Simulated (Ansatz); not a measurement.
Phonon-limited electron mobility of Si (Fd-3m) in cm²/(V·s), r2SCAN, finite-displacement electron-phonon coupling, linearised Boltzmann equation (Ansatz, a first-principles code). Condition of this run: hydrostatic pressure -3 GPa (the target of the relaxation). Geometry: relaxed with this functional, without spin-orbit coupling.

```json
[
 {"Condition": "150 K", "μ": "(withheld)"},
 {"Condition": "200 K", "μ": "3500"},
 {"Condition": "250 K", "μ": "2070"},
 {"Condition": "300 K", "μ": "1360"},
 {"Condition": "350 K", "μ": "(withheld)"},
 {"Condition": "400 K", "μ": "702"},
 {"Condition": "500 K", "μ": "425"},
 {"Condition": "600 K", "μ": "283"}
]
```

**Question.** Complete the blanks.

**Answer.** 
- 150 K, μ: 6600
- 350 K, μ: 951

**Question.** What exponent p of μ ∝ T^−p fits 200 to 400 K (along x)?

**Answer.** p ≈ 2.3; acoustic deformation-potential scattering alone gives 1.5.

Scattering by harmonic phonons alone: no impurities, screening or carrier-carrier scattering, bands fixed at 0 K. From a coarser fine mesh the values given move by up to 5 %. The mesh was bound by memory.
